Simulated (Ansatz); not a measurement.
Zr on the Al site + N vacancy in wurtzite AlN: one set of geometries, relaxed with PBE, evaluated in Ansatz (PAW, plane waves to 420 eV, 500 eV under r2SCAN) with PBE, r2SCAN.

Set-up: 96-site cell; 2×2×2 shifted k-points; start: the Al site; N 1.90 Å away; charged states image-corrected; corrections pass 1 eV, so highly charged states may be off by several tenths; relaxed from one start, so a lower configuration may exist; flagged in the runs: a host whose relaxation on this sampling wasn't shown to rest.

```csv
quantity,PBE,r2SCAN
host gap (eV),4.03,4.67
ε(+2/+1) above the VBM (eV),1.89,2.11
ε(+1/0) above the VBM (eV),2.44,2.68
ε(0/−1) above the VBM (eV),3.24,3.66
largest moment on one atom at charge +1 (μB),0.16,0.17
"neutral formation energy against fcc Al, N2 molecule in a box, hcp Zr (eV)",5.97,6.50
largest moment on one atom at charge 0 (μB),0.28,0.29
largest moment on one atom at charge −1 (μB),0.12,0.13
```

PBE narrows the gap by 0.64 eV against r2SCAN, the highest level run, and puts the levels 0.29 eV lower above the valence-band maximum on average.

Ansatz is a program for electronic structure.
